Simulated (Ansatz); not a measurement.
MgS (P6₃mc, No. 186, 4 atoms in the cell; start mp-1185942; a measured phase of this formula has another space group) was calculated with PBE0 in Ansatz (plane waves, PAW).

Excerpt of the program's output:

```
WARN output.stress: scf.exx.energy_threshold = 1e-6 eV is looser than the 4e-8 eV advised for a stress under a hybrid functional (1e-8 eV for each atom of the …
Crystal: 4 atoms, lattice volume = 90.174 Å³
Basis set: ecut = 460 eV, 2009 PW (Γ), exchange–correlation on 60×60×90 points (8 copies of the dense FFT grid, shifted against one another)
Bands: 20, of which v1, the nominal top of the filled ones, is band 16 counted from 1 (15 counted from 0)
Symmetry: 12 space group operations
Space group: P63mc (ITA 186), of the structure as read, at distance tolerance 4.5e-5 Å
k-points: 36 of 324 (time reversal used)
Functional: x = pbe(κ = 0.804, μ = 0.2195149727645171), c = pbe(β = 0.06672455060314922), warm-up for x = 0.75 pbe(κ = 0.804, μ = 0.2195149727645171) + 0.25 exact, c = pbe(β = 0.06672455060314922)
SCF iter   1: F=—  HF=-5657.462100 eV  |F-HF|=—  |Δ(HF+E_count)|=         —  Δρ=6.41e-4  dr2=5.24e-4
SCF iter   2: F=-5657.461630 eV  HF=-5657.461623 eV  |F-HF|=6.27e-6  |Δ(HF+E_count)|=   4.76e-4  Δρ=2.19e-4  dr2=2.72e-5
Crystal: 4 atoms, lattice volume = 90.174 Å³
Initial density: handed on by an earlier stage of this run
Functional: x = 0.75 pbe(κ = 0.804, μ = 0.2195149727645171) + 0.25 exact, c = pbe(β = 0.06672455060314922)
  ...
Crystal: 4 atoms, lattice volume = 90.174 Å³
Crystal: 4 atoms, lattice volume = 90.174 Å³
SCF iter   1: F=—  HF=-5660.199787 eV  |F-HF|=—  |Δ(HF+E_count)|=         —  Δρ=1.33e-6  dr2=1.75e-9
SCF iter   2: F=-5660.199787 eV  HF=-5660.199787 eV  |F-HF|=1.82e-11  |Δ(HF+E_count)|=  8.58e-10  Δρ=2.16e-7  dr2=6.69e-11
SCF 4 converged in 2 iterations: F = -5660.199787 eV  dr2 = 6.69e-11
Free energy (F): -5660.199787 eV
Internal energy: -5660.199787 eV  (E = F + TS)
E sigma→0 (E₀):  -5660.199787 eV
Fermi energy:    4.816607 eV
--- Forces (eV/Å), atoms counted from 1 ---
  atom   1  Mg    -0.00000000     0.00000000     0.00835953
  atom   2  Mg     0.00000000     0.00000000     0.00835953
  atom   3  S      0.00000000    -0.00000000    -0.00836743
  atom   4  S     -0.00000000     0.00000000    -0.00836743
--- Stress (GPa, compression-positive) ---
        0.276160       0.000000       0.000000
        0.000000       0.276160      -0.000000
        0.000000      -0.000000       0.396410
  P = ⅓ Tr σ = 0.3162 GPa (3.162 kbar)
```

Write an input file that could have produced this run (the log leaves some choices open).

Several could match; the one computed here: 
Ansatz 0.2 input:
```yaml
crystal:
  lattice:
    - [4.0284949201, 0.0, 0.0]
    - [-2.01424746, 3.4887789398, 0.0]
    - [0.0, 0.0, 6.4160129403]
  atoms:
    - { symbol: Mg, position: [0.6666666667, 0.3333333333, 0.4962835881] }
    - { symbol: Mg, position: [0.3333333333, 0.6666666667, 0.9962835881] }
    - { symbol: S, position: [0.3333333333, 0.6666666667, 0.3787064119] }
    - { symbol: S, position: [0.6666666667, 0.3333333333, 0.8787064119] }
basis:
  ecutwfc: 460
  ecutrho_ratio: 4
  xc_grid: 2
kpoints:
  mp_grid: { grid: [9, 9, 4] }
hamiltonian:
  xc: pbe0
  dispersion: none
  pseudopotentials: { kind: paw }
scf:
  occupations: { method: fermi_dirac, width: 0.01 }
  convergence: { dr2_threshold: 0.0000000004 }
output:
  forces: true
  stress: true
  eigenvalues: true
```

The PAW data were made under PBE.

Note: cell and atoms aren't relaxed at this level (pressure 0.3 GPa).

Cost on a shared machine: roughly 4 core-minutes.

A start named mp-… is a Materials Project structure, which need not be a measured phase.

Ansatz is a quantum-chemistry and plane-wave program.
